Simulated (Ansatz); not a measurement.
The reference is PtTe2 (space group P-3m1, No. 164; layered; relaxed with 0.1 eV smearing).

```yaml
crystal:
  lattice:
    - [4.05264, 0.00000, 0.00000]
    - [-2.02632, 3.50969, 0.00000]
    - [0.00000, 0.00000, 5.09694]
  atoms:
    - { symbol: Te, position: [0.33333, 0.66667, 0.26692] }
    - { symbol: Te, position: [0.66667, 0.33333, 0.73308] }
    - { symbol: Pt, position: [0.00000, 0.00000, 0.00000] }
```

Cartesian axes are those of the cell as printed.

Computed with Kohn–Sham DFT with the PBE-D3(BJ) functional, run in Ansatz (a program for electronic structure) with PAW and 420 eV plane waves, no spin-orbit coupling.

It is then changed as follows: the cell is stretched by 1.00 % along z with no lateral relaxation, atoms relaxed at fixed cell.

Q: Predict the stress tensor and what it implies for the stiffness.

A: Stress of the strained cell less that of the base (GPa, compression positive):
```
   -0.4     0.0     0.0
    0.0    -0.4     0.0
    0.0     0.0    -0.7
```

Then −Δσ_ii/ε with ε = 0.0100 gives relaxed-ion elastic constants: C33 ≈ 75 GPa, C13 ≈ 45 GPa and C23 ≈ 45 GPa.

Whether these cells are dynamically stable was not tested. The final runs are not spin-polarised.
